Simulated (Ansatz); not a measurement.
Where the default PAW files enter, the runs use the earlier of Ansatz's two default sets.

By LDA and PBEsol, the system below comes out a metal.

Consider the following.

```xyz
1
Lattice="2.6912 0.0000 0.0000 -1.3456 2.3307 0.0000 1.3456 0.7769 2.1974" Properties=species:S:1:pos:R:3 pbc="T T T"
Rh     0.0000     0.0000     0.0000
```

Space group of this cell: Fm-3m, fcc (Cu type). The cell is taken as given; by PBEsol its mean pressure is -5.7 GPa.

The current runs along the normal of the first two printed vectors, the (111) plane. All runs by Ansatz (a first-principles code), plane waves and PAW, without spin-orbit coupling; the base is PBEsol.

```csv
run,mean pressure (GPa),"G/A, both spins (10¹⁵ S/m²)"
base,-5.7,2.17
all lengths scaled by 0.98,13.2,___
lda in place of pbesol,-11.8,___
"lengths across the current scaled by 0.98, ions clamped",6.4,___
"lengths along the current scaled by 1.03, ions clamped",-12.7,2.14
```

Problem. Some entries are withheld; supply them.

Solution. 
- all lengths scaled by 0.98, G/A, both spins (10¹⁵ S/m²): 2.24
- lda in place of pbesol, G/A, both spins (10¹⁵ S/m²): 2.16
- lengths across the current scaled by 0.98, ions clamped, G/A, both spins (10¹⁵ S/m²): 2.22
